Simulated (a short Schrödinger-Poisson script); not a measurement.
Stack: MOS inversion layer, Si3N4 on p-type Si(100), at 300 K.

From the gate side: 2.9 nm Si3N4; 200 nm Si, acceptors 4.6e18 cm⁻³.

Constants are typed, rounded textbook-type inputs, not results; the design itself was drawn at random and stands for no fabricated device. Si3N4: permittivity 7.5, conduction-band edge (eV) 1.95, gap (eV) 5.1, electron mass (mₑ) 0.5. Si: permittivity 11.7, conduction-band edge (eV) 0, gap (eV) 1.124, Nv at 300 K (cm⁻³) 3.1e19.

Channel valleys (confinement mass, in-plane density-of-states mass, number): Δ2 0.916, 0.19, 2; Δ4 0.19, 0.417, 4. At the gate the conduction-band edge of layer 1 lies 2.22 eV − eVg above the Fermi level of the channel; the field vanishes at the back. Gaps are held at their typed values at every temperature. Mesh 0.03 nm at interfaces.

Solved with a short Schrödinger-Poisson script written for these runs: 1D Poisson equation in equilibrium, electrons quantum, Hartree (BenDaniel-Duke, 12 states a valley, the channel's in-plane mass for all, wave functions free to enter the dielectric), parabolic valleys, classical holes, full ionisation, no traps, pinning or gate leakage.

```csv
Vg (V),electrons (cm⁻²),C (μF/cm²),Δ2 E0 (meV from the Fermi level),Δ4 E0 (meV from the Fermi level)
0.8,2.21e9,0.488,198.6,283.9
0.85,9.13e9,0.505,161.7,248.0
0.9,3.63e10,0.585,125.9,213.0
0.95,1.25e11,0.802,93.5,181.6
1,3.29e11,1.11,68.0,156.8
1.05,6.51e11,1.36,49.4,139.1
1.1,1.06e12,1.51,35.8,126.2
1.15,1.51e12,1.61,25.3,116.4
1.2,2.01e12,1.68,16.7,108.5
1.25,2.52e12,1.73,9.4,101.9
1.3,3.05e12,1.76,3.0,96.2
1.35,3.59e12,1.79,-2.6,91.2
1.4,4.14e12,1.81,-7.8,86.7
1.45,4.70e12,1.83,-12.6,82.6
1.5,5.27e12,1.84,-17.0,78.8
```

Gate voltages with under 1e9 electrons/cm² are left out.

**Question.** At Vg = 1.5 V the lowest Δ2 subband lies at -17.0 meV from the Fermi level. How many electrons does it hold, and what share of all?

**Answer.** The two-dimensional density of states is g m/(πħ²) = 1.59e11 cm⁻² meV⁻¹ (both spins), kT = 25.9 meV, so n = D kT ln(1 + exp(−E/kT)) = 4.42e12 cm⁻², 0.84 of the 5.27e12 cm⁻² in all.

**Question.** Compare the slope of the sheet density between 1.4 and 1.5 V with the geometric capacitance of the layers between gate and channel.

**Answer.** q Δn/ΔV = 1.81 μF/cm²; ε0/Σ(t/ε) = 2.29 μF/cm². The ratio is 0.79: the channel acts as a further capacitance in series.
